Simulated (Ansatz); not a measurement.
We consider fcc Yb, described by r²SCAN+SOC (Ansatz, a program for electronic structure, plane waves, PAW).

Settings: plane-wave cutoff 560 eV, 18×18×18 k mesh, Fermi–Dirac smearing 0.05 eV, PAW data made under PBE.

Computed at the level's own relaxed cell.

Problem. Estimate the equilibrium volume per atom, bulk modulus B0, lattice parameter a and pressure derivative B′ of the bulk modulus that the calculation returns.

Solution. 
- equilibrium volume per atom = 34.11 Å³/atom
- bulk modulus B0 = 20.0 GPa
- lattice parameter a = 5.148 Å
- pressure derivative B′ of the bulk modulus = 2.8

Measured, for comparison: equilibrium volume per atom 41.24 Å³/atom, lattice constant a 5.485 Å (293 K, not corrected to a static lattice; as tabulated in Wikipedia's data pages); bulk modulus 16.3 GPa (temperature not stated, not corrected to a static lattice; as tabulated in doi:10.1007/BF02743909 (ytterbium under pressure), abstract). Computed (rounded) less measured: equilibrium volume per atom -17.3 %, bulk modulus +23 %, lattice constant a -6.1 %.

It cost about 30 core-minutes (a rough figure) of CPU time.
